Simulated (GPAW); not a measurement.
```xyz
8
Lattice="3.9094 0.0000 0.0000 -1.9547 3.3857 0.0000 0.0000 0.0000 15.7354" Properties=species:S:1:pos:R:3 pbc="T T T"
Cs     0.0000     2.2571     3.9339
Cs     1.9547     1.1286    11.8016
Lu     0.0000     0.0000     7.8677
Lu     0.0000     0.0000     0.0000
S      0.0000     2.2571    14.3331
S      1.9547     1.1286     1.4023
S      1.9547     1.1286     6.4654
S      0.0000     2.2571     9.2701
```

Level of theory: LDA (Perdew-Wang 92), GPAW PAW datasets LDA (gpaw-data 1.0.1) (plane waves; GPAW).

The set-up and first iterations of a GPAW log for CsLuS2 (P6_3/mmc, 8 atoms in the cell):

```
Input parameters:
  convergence: {bands: -6,
                forces: 0.001}
  kpts: [5 5 1]
  maxiter: 150
  mode: {ecut: 800,
         name: pw}
  nbands: -8
  occupations: {name: fermi-dirac,
                width: 0.0}
  symmetry: {symmorphic: False,
             tolerance: 0.0005}

species:
  Cs:
    name: Caesium
    Z: 55.0
    valence: 9
    core: 46
    charge: 0.0
    file: Cs.LDA.gz

    # Using partial waves for Cs as LCAO basis

  Lu:
    name: Lutetium
    Z: 71.0
    valence: 25
    core: 46
    charge: 0.0
    file: Lu.LDA.gz

    # Using partial waves for Lu as LCAO basis

  S:
    name: Sulfur
    Z: 16.0
    valence: 6
    core: 10
    charge: 0.0
    file: S.LDA.gz

    # Using partial waves for S as LCAO basis

Reference energy: -1258661.184454  # eV

Spin-paired calculation

Convergence criteria:
 Maximum [total energy] change in last 3 cyles: 0.0005 eV / valence electron
   [... lines left out ...]

Hamiltonian:
  XC and Coulomb potentials evaluated on a 54*54*216 grid
  External potential:
    NoExternalPotential

Number of atoms: 8
Number of atomic orbitals: 66
Number of bands in calculation: 54
Number of valence electrons: 92
Bands to converge: 48

Density initialized from atomic densities
  54 bands from LCAO basis set

Atomic positions and initial magnetic moments

Positions:
   0 Cs    -0.000002    2.257109    3.933862    ( 0.0000,  0.0000,  0.0000)
   1 Cs     1.954715    1.128553   11.801586    ( 0.0000,  0.0000,  0.0000)
   2 Lu     0.000000    0.000000    7.867724    ( 0.0000,  0.0000,  0.0000)
   3 Lu     0.000000    0.000000    0.000000    ( 0.0000,  0.0000,  0.0000)
   4 S     -0.000002    2.257109   14.333105    ( 0.0000,  0.0000,  0.0000)
   5 S      1.954715    1.128553    1.402343    ( 0.0000,  0.0000,  0.0000)
   6 S      1.954715    1.128553    6.465381    ( 0.0000,  0.0000,  0.0000)
   7 S     -0.000002    2.257109    9.270067    ( 0.0000,  0.0000,  0.0000)

Unit cell:
           periodic     x           y           z      points  spacing
  1. axis:    yes    3.909426    0.000000    0.000000    27     0.1254
  2. axis:    yes   -1.954713    3.385662    0.000000    27     0.1254
  3. axis:    yes    0.000000    0.000000   15.735448   108     0.1457

  Lengths:   3.909426   3.909426  15.735448
  Angles:   90.000000  90.000000 120.000002

Effective grid spacing dv^(1/3) = 0.1383
     iter     time        total  log10-change:
                         energy   eigst   dens  force
iter:   1 --:--:--   -47.420917   +0.05
iter:   2 --:--:--   -46.941995   -0.67  -1.24
iter:   3 --:--:--   -45.178926   -1.04  -1.28
iter:   4 --:--:--   -45.141183   -1.69  -1.59
iter:   5 --:--:--   -45.436595   -1.30  -1.66
iter:   6 --:--:--   -45.114083   -1.64  -1.87
iter:   7 --:--:--   -45.090554   -2.35  -2.35
iter:   8 --:--:--   -45.085867c  -3.43  -2.45
iter:   9 --:--:--   -45.087612c  -3.08  -2.71
iter:  10 --:--:--   -45.083519c  -3.72  -2.83
iter:  11 --:--:--   -45.083661c  -4.01  -3.25
iter:  12 --:--:--   -45.083445c  -5.22  -3.35
```

**Question.** How does the run end?

**Answer.** The run converged in 26 iterations. Convergence of the loop says nothing yet on basis, mesh or lower states. It ends on: free energy E − TS (from the program's reference atoms) -45.0833 eV; top of the valence band (on the code's own zero) 6.01 eV; gap on the k-point mesh 1.86 eV; pressure -0.10 GPa; largest force (vector length) 0.253 eV/Å. The log goes on:

```
   [... 2 lines left out ...]
iter:  15 --:--:--   -45.083338c  -5.63  -3.60
iter:  16 --:--:--   -45.083332c  -5.80  -3.63
iter:  17 --:--:--   -45.083324c  -6.65  -3.67
iter:  18 --:--:--   -45.083307c  -6.11  -3.71
iter:  19 --:--:--   -45.083305c  -7.32  -4.02c
iter:  20 --:--:--   -45.083305c  -7.19  -4.09c
iter:  21 --:--:--   -45.083314c  -6.00  -4.12c
iter:  22 --:--:--   -45.083310c  -6.86  -4.16c
iter:  23 --:--:--   -45.083308c  -6.53  -4.53c
iter:  24 --:--:--   -45.083306c  -6.75  -4.48c
iter:  25 --:--:--   -45.083306c  -7.87c -5.38c
iter:  26 --:--:--   -45.083306c  -8.40c -5.67c -3.09c
Converged after 26 iterations.

Dipole moment: (-0.000000, -0.000000, -0.000000) |e|*Ang

Energy contributions relative to reference atoms: (reference = -1258661.184454)

Kinetic:        +43.575374
Potential:      -40.491582
External:        +0.000000
XC:             -48.198414
Entropy (-ST):   +0.000000
Local:           +0.031316
SIC:             +0.000000
--------------------------
Free energy:    -45.083306
Extrapolated:   -45.083306

Showing only first 2 kpts
 Kpt  Band  Eigenvalues  Occupancy
  0    44      6.00871    2.00000
  0    45      6.00871    2.00000
  0    46      8.56474    0.00000
  0    47      8.95239    0.00000

  1    44      5.60804    2.00000
  1    45      5.74073    2.00000
  1    46      8.66658    0.00000
  1    47      9.12715    0.00000

Fermi level: 6.93817

Gap: 1.859 eV
Transition (v -> c):
  (s=0, k=0, n=45, [0.00, 0.00, 0.00]) -> (s=0, k=3, n=46, [0.40, 0.00, 0.00])
Direct/indirect transitions are different
   [... lines left out ...]
Direct gap: 2.556 eV
   [... lines left out ...]
  1 Cs    0.00000    0.00000   -0.00000
  2 Lu    0.00000    0.00000    0.00000
  3 Lu    0.00000    0.00000    0.00000
  4 S     0.00000   -0.00000   -0.25311
  5 S    -0.00000    0.00000    0.25311
  6 S    -0.00000    0.00000   -0.25311
  7 S     0.00000   -0.00000    0.25311

Stress tensor:
    -0.000287     0.000000     0.000000
    -0.000000    -0.000287    -0.000000
     0.000000    -0.000000     0.002506
Stress (GPa, Voigt): [-0.0459 -0.0459  0.4014 -0.      0.      0.    ]
```

For comparison: a first run was changed to give this one (lattice scaled by 0.98), and from it to this one the free energy falls by 17.7 meV/atom, the pressure goes from -3.32 to -0.10 GPa, the largest force goes from 0.068 to 0.253 eV/Å and the gap on the mesh goes from 1.995 to 1.859 eV.

The starting cell comes from a database of computed structures (which also holds hypothetical and non-ambient phases and stackings), without a prior relaxation at this level. For this run, on top of that: lattice scaled by 0.98. Spin-orbit coupling is off.

The run was DFT LDA (Perdew-Wang 92), plane waves, GPAW PAW datasets LDA (gpaw-data 1.0.1). Main settings of its input:

- mode = pw
- ecut = 800 eV
- xc = LDA
- kpts = 5 5 1
- mesh shift (steps) = 0 0 0
- occupations.name = fermi-dirac
- occupations.width = 0 eV
- nbands = -8
- convergence.forces = 0.001 eV/Å
- convergence.bands = -6
- symmetry.symmorphic = false
- symmetry.tolerance = 0.0005
